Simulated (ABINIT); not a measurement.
Worked example: self-consistent single point of MnBr₂ (P-3m1, 3 atoms in the cell) in ABINIT.

Level of theory: LDA (PW92), norm-conserving pseudopotentials (PseudoDojo nc-sr-04 LDA standard) (plane waves; ABINIT).

```yaml
crystal:
  lattice:
    - [3.90936, 0.00000, 0.00000]
    - [-1.95468, 3.38560, 0.00000]
    - [0.00000, 0.00000, 6.54697]
  atoms:
    - { symbol: Mn, position: [0.00000, 0.00000, 0.00000], spin: 4.0 }
    - { symbol: Br, position: [0.33333, 0.66667, 0.23213] }
    - { symbol: Br, position: [0.66667, 0.33333, 0.76787] }
```
(The spins are starting values, not results.)

Reference input (self-consistent single point, DFT, PBEsol, plane waves, norm-conserving pseudopotentials (PseudoDojo nc-sr-04 PBEsol standard)): pseudos = [Mn.upf, Br.upf]; ecut = 48 Ha; ixc = -116133; nsppol = 2; occopt = 3; tsmear = 0.00183747 Ha; ngkpt = 6 6 3; nshiftk = 1; shiftk = 0 0 0; potentials = PseudoDojo nc-sr-04 PBEsol standard; nband = 23; kptopt = 1. This run's input differs from it in these lines:

```diff
@@ -1,2 +1,2 @@
-# MnBr2, PseudoDojo nc-sr-04 PBEsol standard
+# MnBr2, PseudoDojo nc-sr-04 LDA standard
 pp_dirpath "./"
@@ -17,3 +17,3 @@
 ecut 48
-ixc -116133
+ixc 7
 nsppol 2
```

Its files differ too (potentials: PseudoDojo nc-sr-04 PBEsol standard → PseudoDojo nc-sr-04 LDA standard).

Log, with long lists cut:

```
--- !BeginCycle
solver: {iscf: 7, nstep: 100, nline: 4, wfoptalg: 0, }
tolerances: {tolvrs: 1.00E-10, }
...

     iter   Etot(hartree)     deltaE(h) residm    vres2    magn
 ETOT  1  -139.93094495414    -1.40E+02 2.70E-01 6.79E+02 2.888
 ETOT  2  -136.48764221624     3.44E+00 1.45E-02 8.36E+04 0.556
 ETOT  3  -140.39520012280    -3.91E+00 5.74E-03 5.34E+02 4.938
 ETOT  4  -140.40806491646    -1.29E-02 2.85E-03 3.48E+02 4.990
 ETOT  5  -140.41849435477    -1.04E-02 2.56E-03 1.50E+02 5.000
   [... 9 lines left out ...]
 ETOT 15  -140.42603141131    -1.86E-10 4.41E-05 5.89E-07 5.000
 ETOT 16  -140.42603141134    -3.62E-11 6.09E-05 1.17E-08 5.000
 ETOT 17  -140.42603141135    -3.38E-12 3.13E-05 3.49E-10 5.000
 ETOT 18  -140.42603141134     7.73E-12 2.47E-05 4.56E-11 5.000
 At SCF step   18       vres2   =  4.56E-11 < tolvrs=  1.00E-10 =>converged.

 Cartesian components of stress tensor (hartree/bohr^3)
  sigma(1 1)=  1.61427728E-04  sigma(3 2)=  0.00000000E+00
  sigma(2 2)=  1.61427729E-04  sigma(3 1)=  0.00000000E+00
  sigma(3 3)=  1.33425758E-04  sigma(2 1)=  1.32483699E-13

 Integrated electronic and magnetization densities in atomic spheres:
 Radius=ratsph(iatom), smearing ratsm=  0.0000. Diff(up-dn)=approximate z local magnetic moment.
 Atom    Radius    up_density   dn_density  Total(up+dn)  Diff(up-dn)
    1   2.00000     8.467064     4.270698     12.737762     4.196366
    2   2.00000     2.145580     2.053984      4.199564     0.091596
    3   2.00000     2.145580     2.053984      4.199564     0.091596
  Sum:             12.758224     8.378666     21.136890     4.379558
   [... lines left out ...]
 Total magnetization (from the atomic spheres):             4.379558
 Total magnetization (exact up - dn):                       5.000000
 Fermi (or HOMO) energy (eV) =   2.71571   Average Vxc (eV)=  -9.02646
   [... lines left out ...]
total_energy        : -1.40426031411341E+02
total_energy_eV     : -3.82118664467041E+03
band_energy         : -1.76335376888196E+01
...

-Cartesian components of stress tensor (GPa)         [Pressure= -4.4748E+00 GPa]
- sigma(1 1)=  4.74936694E+00  sigma(3 2)=  0.00000000E+00
- sigma(2 2)=  4.74936695E+00  sigma(3 1)=  0.00000000E+00
- sigma(3 3)=  3.92552067E+00  sigma(2 1)=  3.89780433E-09

 Calculation completed.
```

The run converged in 18 iterations. Against the reference run the pressure goes from -2.59 to -4.47 GPa, the largest force goes from 0.368 to 0.539 eV/Å, the gap on the mesh goes from 1.658 to 1.350 eV and the size of the net moment stays at 1.67 μB/atom.

The starting cell comes from a database of computed structures (which also holds hypothetical and non-ambient phases and stackings), without a prior relaxation at this level. Its lattice was rescaled by a random factor within 2.5 % of one. With one magnetic atom in the cell only a parallel order is possible. With a pressure of about -4 GPa the cell is away from its equilibrium volume at this level.

Cost on one core of a shared machine: roughly 4 min.
